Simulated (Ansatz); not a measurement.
A series of runs on CaBi2 (Cmcm, 6 atoms in the cell)

```xyz
6
Lattice="2.3891 -8.6203 0.0000 2.3891 8.6203 0.0000 0.0000 0.0000 4.5592" Properties=species:S:1:pos:R:3 pbc="T T T"
Ca     2.3891    -6.8709     3.4194
Ca     2.3891     6.8709     1.1398
Bi     2.3891    -1.1000     3.4194
Bi     2.3891     1.1000     1.1398
Bi     2.3891     4.2093     3.4194
Bi     2.3891    -4.2093     1.1398
```

Base run A: PBEsol, PAW files made with PBE (Ansatz, a program for electronic structure), self-consistent single point.

Its settings: basis.ecutwfc = 420 eV; kpoints.mp_grid.grid = 5 5 5; hamiltonian.xc = pbesol; hamiltonian.pseudopotentials = {kind: paw} (the program's default PAW files); scf.occupations.method = cold; scf.occupations.width = 0.1 eV.

The starting cell comes from a database of computed structures (which also holds hypothetical and non-ambient phases and stackings), without a prior relaxation at this level. Ansatz's pressure includes its estimate of the finite-basis (Pulay) stress.

ΔF is the free energy per atom less that of run A. 

Run A gave: pressure (GPa) -1.63; largest force (eV/Å) 0.103; iterations 9.

Runs:
- B: scf.mixing.algorithm, scf.mixing.ndim = anderson, default
- C: scf.mixing.algorithm, scf.mixing.ndim = anderson, 2
- D: scf.mixing.algorithm, scf.mixing.ndim = broyden, default
- E: scf.mixing.algorithm, scf.mixing.ndim = broyden, 4
- F: scf.mixing.algorithm, scf.mixing.ndim = msr1, default
- G: scf.mixing.algorithm, scf.mixing.ndim = msr1, 3

Which runs reach the base run's state, and which is quickest in iterations?

Runs B, C, D, E, F, G gave the same state as A (within 1 meV/atom). The fewest iterations to that state were 9 (A, B, D, F); the most were 14.

| run | ΔF (meV/atom) | pressure (GPa) | largest force (eV/Å) | iterations |
|---|---|---|---|---|
| A | 0.00 | -1.63 | 0.103 | 9 |
| B | 0.00 | -1.63 | 0.103 | 9 |
| C | 0.00 | -1.63 | 0.103 | 14 |
| D | 0.00 | -1.63 | 0.103 | 9 |
| E | 0.00 | -1.63 | 0.103 | 10 |
| F | 0.00 | -1.63 | 0.103 | 9 |
| G | 0.00 | -1.63 | 0.103 | 11 |

Keys are those of Ansatz 0.2.
